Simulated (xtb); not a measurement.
xtb 6.7.1, GFN2-xTB: Fc1ccsc1-c1ccc(-c2ccco2)[se]1, 23 atoms. The geometry is a generated start, not checked to be a minimum at this level.

```yaml
method: GFN2-xTB
"--acc": 1 (default)
"--etemp (K)": 300 (default)
detailed input (--input): "none: ANC optimiser, Lindh (1995) Hessian, microcycle=20, maxdispl=1.0, hlow=0.01 (default)"
basis_functions: 83
valence_electrons: 80
```

```xyz
23

F     -3.5722    -1.3397     1.1690
C     -3.7592    -0.1463     0.5011
C     -5.0055     0.3806     0.3353
C     -5.0232     1.5642    -0.3457
S     -3.2342     1.9067    -0.7417
C     -2.7707     0.6330    -0.0581
C     -1.1889     0.1594     0.0398
C     -0.6780    -0.9543     0.6258
C      0.6533    -1.1360     0.5831
C      1.4065    -0.1950    -0.0434
C      2.8674    -0.2230    -0.1892
C      3.6727     0.7271    -0.8267
C      4.9976     0.3128    -0.7345
C      4.9305    -0.8771    -0.0405
O      3.6792    -1.1364     0.2478
Se     0.1718     1.0245    -0.6102
H     -5.9327    -0.0851     0.7068
H     -5.9220     2.1399    -0.5783
H     -1.3530    -1.6897     1.1250
H      1.1303    -2.0289     1.0455
H      3.3114     1.6401    -1.3133
H      5.8571     0.8362    -1.1318
H      5.7619    -1.5131     0.2342
```

The structure is relaxed from this start with --opt LEVEL for the levels crude, sloppy, loose, lax, normal, tight, vtight, extreme, once each. Up to the end of the extreme run atoms move by at most 0.47 Å along an axis.

Question: What is the loosest level that ends within 1 meV of the extreme run, and how many cycles does it take?

Answer: lax: 14 cycles against 22, ending 0.26 meV above.

```json
[
 {"level": "crude", "cycles": "7", "energy above the extreme run (meV)": "8.6", "gradient norm (eV/Å)": "0.28"},
 {"level": "sloppy", "cycles": "9", "energy above the extreme run (meV)": "4.2", "gradient norm (eV/Å)": "0.15"},
 {"level": "loose", "cycles": "10", "energy above the extreme run (meV)": "2.9", "gradient norm (eV/Å)": "0.14"},
 {"level": "lax", "cycles": "14", "energy above the extreme run (meV)": "0.26", "gradient norm (eV/Å)": "0.033"},
 {"level": "normal", "cycles": "15", "energy above the extreme run (meV)": "0.13", "gradient norm (eV/Å)": "0.017"},
 {"level": "tight", "cycles": "18", "energy above the extreme run (meV)": "0.020", "gradient norm (eV/Å)": "0.0052"},
 {"level": "vtight", "cycles": "22", "energy above the extreme run (meV)": "under 0.01", "gradient norm (eV/Å)": "0.0013"},
 {"level": "extreme", "cycles": "22", "energy above the extreme run (meV)": "—", "gradient norm (eV/Å)": "0.0013"}
]
```
